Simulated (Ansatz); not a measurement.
For HfSiO4 (I4₁/amd, No. 141, 12 atoms in the cell; start COD 9000852), r²SCAN+rVV10 in Ansatz (PAW) gives:

```
Item                             Result
------------------------------  -------
equilibrium lattice constant a  6.565 Å
c axis length                   5.967 Å
```

Q: What does HSE06 in Ansatz (plane waves, PAW) give for the same quantities?

A: 
- lattice constant a: 6.593 Å (grows by 0.4 %)
- lattice parameter c: 5.960 Å (drops by 0.1 %)

Changes are worked out from the printed values.

Unless a cell is named, each level is at its own relaxed cell (r²SCAN+rVV10 10.72, HSE06 10.79 Å³/atom).

Levels without +SOC leave out spin–orbit coupling, which shifts energies and cells of such heavy elements.

Caveats: the relaxation could not lower the start's symmetry, so the cell can be a saddle point above a distorted one (HSE06). Ansatz's density-functional and Hartree–Fock values are scalar-relativistic unless marked +SOC, with PAW data made under PBE.

Ansatz is a first-principles code.
